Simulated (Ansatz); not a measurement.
Ansatz (an electronic-structure program) run on MgSn₅ (R32, 6 atoms in the cell): self-consistent single point.

Method of the run: LDA (PW92), PAW files made with PBE (plane waves; Ansatz).

```
CELL_PARAMETERS angstrom
      2.84265     1.64120     5.56202
     -2.84265     1.64120     5.56202
      0.00000    -3.28241     5.56202
ATOMIC_POSITIONS crystal
  Mg 0.50000 0.50000 0.50000
  Sn 0.66053 0.33947 0.00000
  Sn 0.00000 0.66053 0.33947
  Sn 0.33947 0.00000 0.66053
  Sn 0.16639 0.16639 0.16639
  Sn 0.83361 0.83361 0.83361
```

Reference input (self-consistent single point, DFT, PBEsol, plane waves, PAW files made with PBE): kpoints.mp_grid.grid = 4 4 4; hamiltonian.xc = pbesol; hamiltonian.pseudopotentials = {kind: paw} (the program's default PAW files); scf.occupations.method = fermi_dirac; scf.occupations.width = 0.1 eV. This run's input differs from it in these lines:

Ansatz 0.2 input:
```diff
@@ -17,3 +17,3 @@
 hamiltonian:
-  xc: pbesol
+  xc: lda
   pseudopotentials:
```

The program printed (abridged):

```
SCF iter   1: F=—  HF=-31299.962274 eV  |F-HF|=—  |Δ(HF+E_count)|=         —  Δρ=1.76e-2  dr2=7.73e-1  ethr=3.10e-3  ⟨swp⟩=6.5  Hψ=2411  notcnv=0
all-band conjugate gradients solve this SCF's bands
preconditioner: auto → Kerker (q_TF=auto, 2.442 Å⁻¹)
SCF iter   2: F=—  HF=-31299.750101 eV  |F-HF|=—  |Δ(HF+E_count)|=   2.12e-1  Δρ=9.51e-3  dr2=2.67e-1  ethr=9.67e-4  ⟨swp⟩=3.0  Hψ=1317  notcnv=0  defer=1
   [... lines left out ...]
SCF iter   4: F=—  HF=-31299.667975 eV  |F-HF|=—  |Δ(HF+E_count)|=   6.42e-3  Δρ=3.33e-4  dr2=1.78e-4  ethr=2.71e-5  ⟨swp⟩=2.4  Hψ=940  notcnv=0  defer=1
SCF iter   5: F=—  HF=-31299.668005 eV  |F-HF|=—  |Δ(HF+E_count)|=   3.07e-5  Δρ=5.87e-5  dr2=8.09e-6  ethr=2.22e-7  ⟨swp⟩=2.1  Hψ=1164  notcnv=0  defer=1
SCF iter   6: F=—  HF=-31299.668027 eV  |F-HF|=—  |Δ(HF+E_count)|=   2.15e-5  Δρ=2.31e-5  dr2=9.11e-7  ethr=1.01e-8  ⟨swp⟩=2.0  Hψ=1107  notcnv=0  defer=1
SCF iter   7: F=-31299.668026 eV  HF=-31299.668026 eV  |F-HF|=2.09e-8  |Δ(HF+E_count)|=   3.38e-7  Δρ=5.36e-6  dr2=5.80e-8  ethr=1.25e-10  ⟨swp⟩=6.6  Hψ=3393  notcnv=0
SCF 1 converged in 7 iterations: F = -31299.668026 eV  dr2 = 5.80e-8
Free energy (F): -31299.668026 eV
Internal energy: -31299.584666 eV  (E = F + TS)
E sigma→0 (E₀):  -31299.626346 eV
Entropy (-TS):   -0.083361 eV (-13.893 meV/atom)
Fermi energy:    10.219343 eV
--- Forces (eV/Å), atoms counted from 1 ---
  atom   1  Mg    -0.00000000     0.00000000     0.00000000
  atom   2  Sn     0.07709360     0.00000000    -0.00000000
  atom   3  Sn    -0.03854680     0.06676501     0.00000000
  atom   4  Sn    -0.03854680    -0.06676501    -0.00000000
  atom   5  Sn    -0.00000000    -0.00000000     0.04912699
  atom   6  Sn    -0.00000000     0.00000000    -0.04912699
--- Stress (GPa, compression-positive) ---
       -4.114892       0.000000       0.000000
        0.000000      -4.114892      -0.000000
        0.000000      -0.000000      -0.771446
  P = ⅓ Tr σ = -3.0004 GPa (-30.004 kbar)
  The stress holds the Pulay correction. Without it, at fixed plane waves, as pw.x and ABINIT print it: P = -3.0098 GPa
```

The run converged in 7 iterations. Against the reference run the pressure goes from -1.64 to -3.00 GPa and the largest force goes from 0.085 to 0.077 eV/Å.

The starting cell comes from a database of computed structures (which also holds hypothetical and non-ambient phases and stackings), without a prior relaxation at this level. Its lattice was rescaled by a random factor within 2.5 % of one. With a pressure of about -3 GPa the cell is away from its equilibrium volume at this level. Ansatz's pressure includes its estimate of the finite-basis (Pulay) stress.
